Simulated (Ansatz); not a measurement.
Start from SnO2 in the rutile structure (space group P4_2/mnm, No. 136; a = 4.769 Å, c = 3.212 Å). Axes: x, y, z lie along a, b, c of the conventional cell.

Calculations: PBEsol (Ansatz, an electronic-structure program, PAW, no spin-orbit coupling).

Strains are applied to the cell and any free atomic positions relax; under biaxial strain the out-of-plane vector relaxes too.

One change was made to it. Results:

```csv
quantity,base,after
"valence-band top at Γ (three highest levels, from the VBM)","0.00, -0.77, -0.77 eV","0.00, -0.78, -0.78 eV"
band gap,0.92 eV,0.87 eV
```

Question: Which change produced these results?
A) biaxial strain +1.80 %, plane normal [001], relaxed out of plane
B) biaxial strain +3.00 %, plane normal [001], relaxed out of plane
C) biaxial strain +0.60 %, plane normal [001], relaxed out of plane
D) biaxial strain +2.40 %, plane normal [001], relaxed out of plane
E) biaxial strain +1.20 %, plane normal [001], relaxed out of plane

Answer: C, biaxial strain +0.60 %, plane normal [001], relaxed out of plane. For comparison, the band gap in the other runs: biaxial strain +1.80 %, plane normal [001], relaxed out of plane gives 0.77 eV; biaxial strain +2.40 %, plane normal [001], relaxed out of plane gives 0.73 eV; biaxial strain +1.20 %, plane normal [001], relaxed out of plane gives 0.82 eV; biaxial strain +3.00 %, plane normal [001], relaxed out of plane gives 0.69 eV.

Whether these cells are dynamically stable was not tested.
